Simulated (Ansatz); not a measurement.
## AlP (model structure, within 0.1 Å of P6₄22, No. 181, 6 atoms in the cell): properties by level of theory

| level (code) | cohesive energy (eV/atom) | band gap (eV) |
|---|---|---|
| LDA (Ansatz) | [?] | 0.83 |
| PBE (Ansatz) | [?] | [?] |
| PBE-D3(BJ) (Ansatz) | 4.22 | 0.92 |

Task: Fill in the missing entries.

Result: 
- LDA (Ansatz, a program for electronic structure), cohesive energy (eV/atom): 4.64
- PBE (Ansatz), cohesive energy (eV/atom): 3.88
- PBE (Ansatz), band gap (eV): 0.95

Computed values are for a static lattice.  Each level is taken at its own relaxed cell. Ansatz's density-functional and Hartree–Fock values are scalar-relativistic unless marked +SOC, with PAW data made under PBE.

Ansatz's density-functional and Hartree–Fock values are scalar-relativistic unless marked +SOC, with PAW data made under PBE.

Unless a cell is named, each level is at its own relaxed cell (LDA 17.86, PBE 18.60, PBE-D3(BJ) 18.00 Å³/atom).

The computed numbers hold no vibrational or temperature effects.

A model structure was made by putting elements into a prototype or built by hand; it is no filed structure, need not be a known phase, and can be a saddle point held by its symmetry.
